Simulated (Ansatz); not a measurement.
The starting structures come from a database of crystals and need not be the phases stable at ambient conditions.

 Where the default PAW files enter, the runs use the earlier of Ansatz's two default sets.

Data:

```yaml
crystal:
  lattice:
    - [3.38795, 0.00000, 0.00000]
    - [0.00000, 5.63274, 0.00000]
    - [0.00000, 0.00000, 6.58922]
  atoms:
    - { symbol: Zr, position: [0.75000, 0.75154, 0.10842] }
    - { symbol: Zr, position: [0.25000, 0.24846, 0.89158] }
    - { symbol: Zr, position: [0.25000, 0.74846, 0.60842] }
    - { symbol: Zr, position: [0.75000, 0.25154, 0.39158] }
    - { symbol: O, position: [0.25000, 0.97802, 0.34076] }
    - { symbol: O, position: [0.75000, 0.02198, 0.65924] }
    - { symbol: O, position: [0.75000, 0.52198, 0.84076] }
    - { symbol: O, position: [0.25000, 0.47802, 0.15924] }
    - { symbol: O, position: [0.25000, 0.86074, 0.92350] }
    - { symbol: O, position: [0.75000, 0.13926, 0.07650] }
    - { symbol: O, position: [0.75000, 0.63926, 0.42350] }
    - { symbol: O, position: [0.25000, 0.36074, 0.57650] }
```

Space group of this cell: Pnma. The cell is taken as given; by r2SCAN its mean pressure is -9.1 GPa.

Calculation: r2SCAN (plane waves, PAW; Ansatz, an electronic-structure program).

The current runs along the normal of the first two printed vectors; no spin-orbit coupling. Scaled by the factor s: all lengths (ions clamped). Meshes 10×6×6 and 10×6 across the current in all rows.

```csv
s,mean pressure (GPa),band gap (eV)
0.98,7.6,?
1.00,-9.1,3.37
1.02,-21.7,3.21
```

Q: Take the slope of the band gap against ln s from the two given rows, extrapolate to s = 0.98, and say what the run there gives.

A: Slope = (3.21 − 3.37) / ln 1.02 = -8.08 eV. The line gives 3.37 + (-8.08) × ln 0.98 = 3.53 eV. The run gives 3.52 eV, 0.01 eV under the line, 8 % of the predicted step.
